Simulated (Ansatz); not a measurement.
We consider AlBN2 (model structure, started from the BeSiN2 type, I-42d, No. 122, 8 atoms in the cell), described by G0W0@PBEsol in Ansatz (plane waves, hard PAW, contour deformation).

The same calculation (at the PBEsol cell, 7.953 Å³/atom) with different numerical settings; throughout: k mesh 2×2×2:

```json
[
 {"run": "1", "response cutoff (eV)": "100", "empty bands": "265", "quasiparticle gap on the mesh (eV)": "3.929", "quasiparticle gap at Γ (eV)": "3.929", "rough time": "20 core-s"},
 {"run": "2", "response cutoff (eV)": "150", "empty bands": "488", "quasiparticle gap on the mesh (eV)": "4.141", "quasiparticle gap at Γ (eV)": "4.141", "rough time": "40 core-s"},
 {"run": "3", "response cutoff (eV)": "200", "empty bands": "751", "quasiparticle gap on the mesh (eV)": "4.262", "quasiparticle gap at Γ (eV)": "4.262", "rough time": "90 core-s"},
 {"run": "4", "response cutoff (eV)": "250", "empty bands": "1049", "quasiparticle gap on the mesh (eV)": "4.333", "quasiparticle gap at Γ (eV)": "4.333", "rough time": "4 core-min"},
 {"run": "5", "response cutoff (eV)": "300", "empty bands": "1379", "quasiparticle gap on the mesh (eV)": "4.376", "quasiparticle gap at Γ (eV)": "4.376", "rough time": "8 core-min"},
 {"run": "6", "response cutoff (eV)": "400", "empty bands": "2123", "quasiparticle gap on the mesh (eV)": "4.424", "quasiparticle gap at Γ (eV)": "4.424", "rough time": "10 core-min"},
 {"run": "7", "response cutoff (eV)": "500", "empty bands": "2968", "quasiparticle gap on the mesh (eV)": "4.449", "quasiparticle gap at Γ (eV)": "4.449", "rough time": "30 core-min"}
]
```

In the column quasiparticle gap on the mesh (eV) the first row differs from the last by -0.520 and the next to last by -0.025.

The last row is no converged limit: other settings stay fixed.

A model structure was made by putting elements into a prototype or built by hand; it is no filed structure, need not be a known phase, and can be a saddle point held by its symmetry.

Ansatz is a first-principles code.
